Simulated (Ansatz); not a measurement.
In₂O₃ (model structure, started from the Nb2Se3 type, P3m1, No. 156, 5 atoms in the cell), treated with r²SCAN (Ansatz, a quantum-chemistry and plane-wave program, PAW).

Run with plane-wave cutoff 560 eV, 18×18×8 k mesh (along the axes of the cell as run), Fermi–Dirac smearing 0.05 eV, scalar-relativistic PAW data made under PBE.

Cell (relaxed with PBE-D3(BJ)):

In₂O₃ is modelled in the trigonal space group P3m1 (No. 156), Pearson symbol hP5. Cell: a = b = 3.2885 Å, c = 7.4808 Å, α = β = 90.00°, γ = 120.00°. In1 on 1a sees 3 O at 2.078 Å and 3 O at 2.417 Å (octahedral). In2 on 1a is surrounded by 3 O at 2.117 Å and 3 O at 2.545 Å. O1 on 1c has 3 In at 2.417 Å and 3 In at 2.545 Å (trigonal prismatic). O2 on 1b is coordinated by 3 In at 2.078 Å (trigonal pyramidal). O3 on 1c sees 3 In at 2.117 Å (trigonal pyramidal). (Neighbours: up to the widest gap in distance over summed covalent radii, below 1.35, at either atom; cation-cation and far metal-metal contacts left out.)

### Question
Predict the band gap.

### Answer

* **band gap**: 0.60 eV (on the SCF k mesh)

Note: the relaxation could raise the start's symmetry but not lower it, so the cell can be a saddle point; cell and atoms aren't relaxed at this level (largest force component 0.43 eV/Å, pressure -3.3 GPa).

Spin–orbit coupling is not included.

The computed numbers hold no vibrational or temperature effects.

The result took roughly 120 core-seconds.

A model structure was made by putting elements into a prototype or built by hand; it is no filed structure, need not be a known phase, and can be a saddle point held by its symmetry.
